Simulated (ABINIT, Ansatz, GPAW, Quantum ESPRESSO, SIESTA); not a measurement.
# Code comparison for Ir (Fm-3m, 1 atom in the cell)

Self-consistent single point.

```xyz
1
Lattice="0.0000 1.9705 1.9705 1.9705 0.0000 1.9705 1.9705 1.9705 0.0000" Properties=species:S:1:pos:R:3 pbc="T T T"
Ir     0.0000     0.0000     0.0000
```

Shared settings, as Ansatz (a first-principles code) writes them: kpoints.mp_grid.grid = 7 7 7; scf.occupations.method = fermi_dirac; scf.occupations.width = 0.05 eV. Potentials and cutoffs stand in the table.

| code | model | pressure (GPa) | cutoff |
|---|---|---|---|
| ABINIT | PBE, PAW (JTH v2.0 PBE PAW) | -17.78 | 20 Ha |
| SIESTA | GGA PBE, numerical atomic orbitals DZP, PseudoDojo PBE standard norm-conserving potentials (rewritten from UPF to PSML) | -16.34 | grid 350 Ry |
| GPAW | PBE, GPAW PAW datasets PBE (gpaw-data 1.0.1) | -18.41 | 550 eV |
| Ansatz | PBE, default PAW files | -17.40 | default |
| Quantum ESPRESSO | PBE, SSSP 1.1.2 precision (PBE) pseudopotentials | -17.68 | 50 Ry |

On Ansatz's run: spin-orbit coupling is off. Spin polarisation is off.

The spread over the programs that give each value: pressure within 2.07 GPa.

SIESTA uses small atom-centred bases, whose incompleteness enters pressures, forces and empty levels differently from a plane-wave cutoff. Ansatz's pressure is given at a fixed set of plane waves, as the other plane-wave codes print theirs; with its correction for the finite basis it is -17.33 GPa. In the pressure, SIESTA (by 1.39) lies more than 1 GPa from the median of the plane-wave programs.

On the base mesh (12 12 12) the same programs gave: Ansatz pressure -16.79 GPa; Quantum ESPRESSO pressure -17.03 GPa; ABINIT pressure -17.18 GPa; GPAW pressure -17.77 GPa; SIESTA pressure -15.69 GPa.

The values differ from the base mesh's, so the mesh still matters here: the table compares the programs at equal settings.

The starting cell comes from a database of computed structures (which also holds hypothetical and non-ambient phases and stackings), without a prior relaxation at this level. Its lattice was rescaled by a random factor within 2.5 % of one.

Left out of this page: CP2K (on another mesh); Elk and FLEUR (not drawn, or without a comparable value).

Keys are those of Ansatz 0.2.
